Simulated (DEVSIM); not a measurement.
Structure: W/SiO2/n-InP capacitor, at 300 K.

| layer (left to right) | material | thickness (nm) | Nd (cm⁻³) |
|---|---|---|---|
| 1 | SiO2 | 33.0 | - |
| 2 | InP | 4400 | 2e16 |

Metal gate on the left, work function 4.6 eV. Fixed charge at the semiconductor interface -7.7e10 cm⁻² (in units of +e); no interface traps.

The device is made up for the run: typed textbook-type constants, with dimensions and the other settings drawn at random. Values at 300 K; Nc and Nv go as T^1.5, mobilities as T to minus their exponent, the gap by Varshni's rule with the affinity fixed.

```tsv
parameter	SiO2	InP
gap (eV)	9	1.344
affinity (eV)	0.9	4.38
permittivity	3.9	12.5
Nc (cm⁻³)	-	5.7e17
Nv (cm⁻³)	-	1.1e19
Varshni α (eV/K)	-	0.000363
Varshni β (K)	-	162
```

Model (solved in DEVSIM): 1D Poisson equation in equilibrium, Boltzmann statistics, complete ionisation; no quantum confinement or tunnelling. Metal contacts follow the ideal Schottky-Mott rule: no Fermi-level pinning, no interface dipoles.

Base results: flat-band voltage (V) 0.25; capacitance of the dielectric stack (μF/cm²) 0.105; minimum of the low-frequency capacitance (μF/cm²) 0.0315.

Problem. What follows from this one change: interface trap density 0 → 2e+12 cm^-2 eV^-1?

Solution. flat-band voltage 0.25 → 2.87 V; capacitance of the dielectric stack little changed (0.105 μF/cm²); minimum of the low-frequency capacitance 0.0315 → 0.0813 μF/cm².

Problem. What follows from this one change: substrate doping 2e+16 → 1e+15 cm^-3?

Solution. flat-band voltage 0.25 → 0.17 V; capacitance of the dielectric stack little changed (0.105 μF/cm²); minimum of the low-frequency capacitance 0.0315 → 0.00970 μF/cm².

Problem. What follows from this one change: temperature 300 → 350 K?

Solution. flat-band voltage 0.25 → 0.23 V; capacitance of the dielectric stack little changed (0.105 μF/cm²); minimum of the low-frequency capacitance little changed (0.0320 μF/cm²).

Problem. What follows from this one change: SiO2 thickness 0.033 → 0.018 μm?

Solution. flat-band voltage 0.25 → 0.20 V; capacitance of the dielectric stack 0.105 → 0.192 μF/cm²; minimum of the low-frequency capacitance 0.0315 → 0.0356 μF/cm².

Problem. What follows from this one change: gate work function 4.6 → 4.3 eV?

Solution. flat-band voltage 0.25 → -0.05 V; capacitance of the dielectric stack little changed (0.105 μF/cm²); minimum of the low-frequency capacitance 0.0315 → 0.0308 μF/cm².
